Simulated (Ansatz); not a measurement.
## ScAl2: x(K) = 0.5, 6 atoms, F-43m

The parent structure is ScAl₂ in the cubic Laves (MgCu2 type) structure (space group Fd-3m, No. 227; a = 7.5274 Å; a cell from a computed database, its experimental status unchecked).

The other end (x = 1) is KAl₂ in the cubic Laves (MgCu2 type) structure (space group Fd-3m, No. 227; a hypothetical phase, not in the database extracts checked): 23.84 Å³/atom, gap zero; this end may not be an ambient phase.

The change: K replaces 50.0 % of the Sc, ordered in a cell of 6 atoms (starting symmetry F-43m) and fully relaxed.

All numbers come from Ansatz (an electronic-structure program), PBEsol, PAW, cutoff 420 eV, no spin-orbit coupling. Settings: 10×10×10 k-points, 0.05 eV Fermi–Dirac smearing, for the changed cell.

```yaml
shortest_interatomic_distance: 2.764 Å (base 2.661 Å)
band_gap: zero (base zero)
mixing_energy: "+0.12 eV/atom (to 0.01 eV only: unlike meshes or grids) (against an end that may be hypothetical)"
```

Final structure:

```xyz
6
Lattice="0.0000 3.9291 3.9291 3.9291 0.0000 3.9291 3.9291 3.9291 0.0000" Properties=species:S:1:pos:R:3 pbc="T T T"
K      0.0000     0.0000     0.0000
Sc     5.8937     5.8937     5.8937
Al     4.9063     2.9519     4.9063
Al     4.9063     4.9063     2.9519
Al     2.9519     2.9519     2.9519
Al     2.9519     4.9063     4.9063
```

Cost of the whole job for the changed cell (relaxation, final SCF and bands): about 70 core-seconds (a rough figure).

Each cell is one ordered arrangement of few atoms, which overstates ordering effects compared with a random alloy. Stability against distortions was not tested. The final runs are not spin-polarised. KScAl4 and ScAl2 have a high density of states at the Fermi level and may be magnetic at this level.
